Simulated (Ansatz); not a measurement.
# BN (model structure, P6₂22, No. 180, 6 atoms in the cell): properties by level of theory

```
level (code)         lattice parameter a (Å)  lattice parameter c (Å)  cohesive energy (eV/atom)
-------------------  -----------------------  -----------------------  -------------------------
LDA (Ansatz)                           2.578                    5.756                       7.13
PBE (Ansatz)                           2.610                    5.830                        [?]
PBEsol (Ansatz)                        2.595                    5.797                        [?]
PBE-D3(BJ) (Ansatz)                    2.595                    5.799                        [?]
r²SCAN (Ansatz)                        2.600                    5.821                       5.82
```

Fill in the missing entries.


- PBE (Ansatz, a first-principles code), cohesive energy (eV/atom): 6.01
- PBEsol (Ansatz), cohesive energy (eV/atom): 6.50
- PBE-D3(BJ) (Ansatz), cohesive energy (eV/atom): 6.22

Ansatz's density-functional and Hartree–Fock values are scalar-relativistic unless marked +SOC, with PAW data made under PBE.

Free atoms are spin-polarised, in the lowest state found; at levels without +SOC their spin–orbit coupling is left out.

The computed numbers hold no vibrational or temperature effects.

A model structure was made by putting elements into a prototype or built by hand; it is no filed structure, need not be a known phase, and can be a saddle point held by its symmetry.
